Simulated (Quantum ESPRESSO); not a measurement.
A working Quantum ESPRESSO input for Ti3O2 (R-3c, 10 atoms in the cell) (DFT, PBEsol, plane waves, PseudoDojo standard norm-conserving (PBESOL) pseudopotentials):

```fortran
&CONTROL
   calculation = 'scf',
   prefix = 'ti3o2',
   outdir = './work',
   pseudo_dir = './',
   tprnfor = .true.,
   tstress = .true.,
/
&SYSTEM
   ibrav = 5,
   celldm(1) = 11.0612455435,
   celldm(4) = 0.608160542861,
   nat = 10,
   ntyp = 2,
   ecutwfc = 85,
   occupations = 'smearing',
   smearing = 'gaussian',
   degauss = 0.0147,
/
&ELECTRONS
   conv_thr = 1.0d-10,
   mixing_beta = 0.3,
/
ATOMIC_SPECIES
Ti    47.8670  Ti.upf
O     15.9990  O.upf
ATOMIC_POSITIONS {crystal}
Ti    0.9191950000    0.5808050000    0.2500000000
Ti    0.0808050000    0.4191950000    0.7500000000
Ti    0.2500000000    0.9191950000    0.5808050000
Ti    0.7500000000    0.0808050000    0.4191950000
Ti    0.5808050000    0.2500000000    0.9191950000
Ti    0.4191950000    0.7500000000    0.0808050000
O     0.8374600000    0.8374600000    0.8374600000
O     0.1625400000    0.1625400000    0.1625400000
O     0.6625400000    0.6625400000    0.6625400000
O     0.3374600000    0.3374600000    0.3374600000
K_POINTS {automatic}
4 4 4  1 1 1
```

The run converged in 17 iterations: free energy E − TS -11489.3065 eV; Fermi level (on the code's own zero) 15.01 eV; pressure -14.09 GPa; largest force (vector length) 0.212 eV/Å. Each of these slips is then made, one at a time:

(1)
```diff
+   nbnd = 46,
```

(2)
```diff
-O     15.9990  O.upf
+O     15.9990  O.upfx
```

(3)
```diff
-   ecutwfc = 85,
+   ecutwfc = 17,
```

**Question.** Predict the outcome of each change.

**Answer.** 
(1) Too few bands. The program stopped before any SCF iteration.
```
Error in routine setup (1):
too few bands
```

(2) A potential or basis that cannot be found. The program stopped before any SCF iteration.
```
Error in routine readpp (1):
file ./O.upfx not found
```

(3) A basis or grid far too coarse for these potentials. The run converged in 15 iterations without an error; against the sound input the free energy rises by 38.9 eV/atom, the pressure goes from -14.09 to -702.9 GPa and the largest force goes from 0.212 to 0.667 eV/Å.

The starting cell comes from a database of computed structures (which also holds hypothetical and non-ambient phases and stackings), without a prior relaxation at this level. Its lattice was rescaled by a random factor within 2.5 % of one. Spin polarisation is off, so a magnetic state, if there is one, cannot be reached. In the base run, with a pressure of about -14 GPa the cell is away from its equilibrium volume at this level.

Left out of this page: 4 runs of the series outside the window shown, repeating another row's setting, or not comparable.
